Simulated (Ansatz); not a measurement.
Functionals compared on the (11-22) surface of hcp Be in its 1x1 cell, outermost plane spacing 0.96 Å in the ideal cut, in Ansatz (plane waves, PAW). The structure was relaxed with PBE; the other rows are single points on it, each with its references at the same level. Cutoff 420 eV (500 eV for r2SCAN).

Slab: 22 atoms, 9.6 Å thick at the start (thin: gaps and levels are the slab's own); k 10x9x1, smearing 0.1 eV, dipole-corrected; all atoms relaxed; held to the start's symmetry, so lower structures may exist; no spin, no spin-orbit, no U. These notes are the PBE run's.

```tsv
functional	surface energy (J/m²)	work function of the top face (eV)	rough cost of the single point
PBE	2.47	4.80	–
LDA	2.74	4.96	about 40 core-seconds (a rough figure)
PBEsol	2.65	4.84	very roughly 40 core-seconds
RPBE	[?]	[?]	about 40 core-seconds (a rough figure)
r2SCAN	2.58	4.84	roughly 70 core-seconds
```

Q: Fill in the missing entries.

A: 
- RPBE, surface energy (J/m²): 2.33
- RPBE, work function of the top face (eV): 4.73

Ansatz is a quantum-chemistry and plane-wave program.
